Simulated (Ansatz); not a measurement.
Worked example: relaxation of cell and atoms of HfPt₃ (Pm-3m, 4 atoms in the cell) in Ansatz (a first-principles code).

Method of the run: LDA (PW92), default PAW files made with PBE (plane waves; Ansatz).

The change in words: atoms on their sites; basis.ecutwfc: 420 eV → 210 eV; relax: default → cell and atoms. Reference geometry:
```
HfPt3
1.0
    4.02246     0.00000     0.00000
    0.00000     4.02246     0.00000
    0.00000     0.00000     4.02246
Hf Pt
1 3
Direct
  0.00000   0.00000   0.01243
  0.50000   0.50000   0.00000
  0.00000   0.50000   0.50000
  0.50000   0.00000   0.50000
```

Reference input (self-consistent single point, DFT, LDA (PW92), plane waves, default PAW files made with PBE): basis.ecutwfc = 420 eV; kpoints.mp_grid.grid = 7 7 7; hamiltonian.xc = lda; hamiltonian.pseudopotentials = {kind: paw} (the program's default PAW files); scf.occupations.method = gaussian; scf.occupations.width = 0.1 eV. This run's input differs from it in these lines:

Ansatz 0.2 input:
```diff
@@ -6,3 +6,3 @@
   atoms:
-    - { symbol: Hf, position: [0.00000000, 0.00000000, 0.01243000] }
+    - { symbol: Hf, position: [0.00000000, 0.00000000, 0.00000000] }
     - { symbol: Pt, position: [0.50000000, 0.50000000, 0.00000000] }
@@ -11,3 +11,3 @@
 basis:
-  ecutwfc: 420.0
+  ecutwfc: 210.0
 kpoints:
@@ -19,2 +19,4 @@
   occupations: { method: gaussian, width: 0.1 }
+relax:
+  cell: {}
 output:
```

Log, with long lists cut:

```
   [... SCF lines of the steps left out ...]
relax step   1: F+E_penalty+E_count = -52189.33313162 eV  Δ(F+E_penalty+E_count) = +0.000e0 eV  max|allowed force component| = 6.876e-29 eV/Å  Δτ_max = 0.0000 Å  P = -0.406 GPa  Ω = 65.084 Å³  (8 SCF iters, dr2 threshold 1.00e-7 eV, accepted)
relax step   2: F+E_penalty+E_count = -52190.17728794 eV  Δ(F+E_penalty+E_count) = -8.442e-1 eV  max|allowed force component| = 1.446e-29 eV/Å  Δτ_max = 0.0000 Å  P = +9.055 GPa  Ω = 64.682 Å³  energy of the carried Pulay correction = +8.550e-1 eV  [...]
   [... lines left out ...]
relax step 119: F+E_penalty+E_count = -52188.98366535 eV  Δ(F+E_penalty+E_count) = +5.626e-2 eV  max|allowed force component| = 1.099e-28 eV/Å  Δτ_max = 0.0000 Å  P = -0.006 GPa  Ω = 65.004 Å³  energy of the carried Pulay correction = -5.631e-2 eV  [...]
relax step 120: F+E_penalty+E_count = -52189.50406017 eV  Δ(F+E_penalty+E_count) = -5.204e-1 eV  max|allowed force component| = 8.257e-29 eV/Å  Δτ_max = 0.0000 Å  P = -0.632 GPa  Ω = 65.004 Å³  stress off target by 6.32e-1 GPa  SCF on the basis [...]
basis re-selected at this cell: Δ(F+E_penalty+E_count) = -5.204e-1 eV, ΔP = -0.626 GPa vs the last step
   [... lines left out ...]
Free energy (F): -52189.504060 eV
Fermi energy:    23.639307 eV
Error: variable-cell relaxation did not converge after 120 `relax_step` rows, as none of its last 59 fresh-basis SCF(s) at a relaxed cell met both thresholds with a finite energy. The last misses `relax.cell.stress_tol`: largest allowed force component 8.26e-29 eV/Å (`relax.f_tol` 1.00e-2 eV/Å), stress off the target on the free part of the cell 6.32e-1 GPa (`relax.cell.stress_tol` 5.00e-2 GPa), F+E_penalty+E_count -52189.50406017 eV. The closest is row 4, whose structure comes with this error. Larger ratio of force or stress to its threshold at each such SCF whose figures are numbers: 9.126, 10.231, 11.445, 13.632, 11.187, 12.477, 12.476, 12.477, 12.489, 12.462, 12.506, 12.444, [...]
   [... lines left out ...]
to start a new deck from the relaxed geometry:
  cell:  # Å, volume = 65.0669 Å³
    - [4.022104366476765, 8.024708101613482e-36, -1.6049416203226965e-35]
    - [-8.024708101613482e-36, 4.022104366476765, 8.024708101613482e-36]
    - [-1.6049416203226965e-35, 8.024708101613482e-36, 4.022104366476765]
  atoms:
    - { symbol: Hf, position: [-4.536046270724095e-49, 5.103052054564607e-49, 0.0] }
    - { symbol: Pt, position: [0.49999999999999994, 0.49999999999999994, 1.3607713330256891e-48] }
    - { symbol: Pt, position: [-4.533677139493887e-49, 0.49999999999999994, 0.49999999999999994] }
    - { symbol: Pt, position: [0.49999999999999994, -8.506073689868413e-49, 0.49999999999999994] }
```

The relaxation ended unconverged.  The full log also holds: “iter 5 did not close the SCF: its close was put off for the readings that it lacked (scf_convergence_deferred on its scf_iter line)”. The full log also holds: “iter 2 did not close the SCF: its close was put off for the readings that it lacked (scf_convergence_deferred on its scf_iter line)”.

The starting cell comes from a database of computed structures (which also holds hypothetical and non-ambient phases and stackings), without a prior relaxation at this level. Its lattice was rescaled by up to half a per cent. The cutoff lies below the one recommended for these files.

Cost on one core of a shared machine: roughly 3 min.
